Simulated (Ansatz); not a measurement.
Consider Pt in the fcc (Cu type) structure (space group Fm-3m, No. 225; a = 3.942 Å; relaxed with 0.1 eV smearing). Axes: x, y, z lie along the cube axes.

The values are results of r2SCAN/PAW in Ansatz (a quantum-chemistry and plane-wave program), no SOC, not measurements.

Now apply this change: a pure shear with ε_xy = ε_yx = 0.0114; the atoms relax in the strained cell.

Task: Predict the stress tensor and what it implies for the stiffness.

Result: Stress of the strained cell less that of the base (GPa, compression positive):
```
    0.3    -1.7     0.0
   -1.7     0.3     0.0
    0.0     0.0    -0.2
```

Then −Δσ/γ with γ = 2ε = 0.0228 gives relaxed-ion elastic constants: C66 ≈ 72 GPa.

No phonon test of stability was made. All final runs are without spin polarisation.
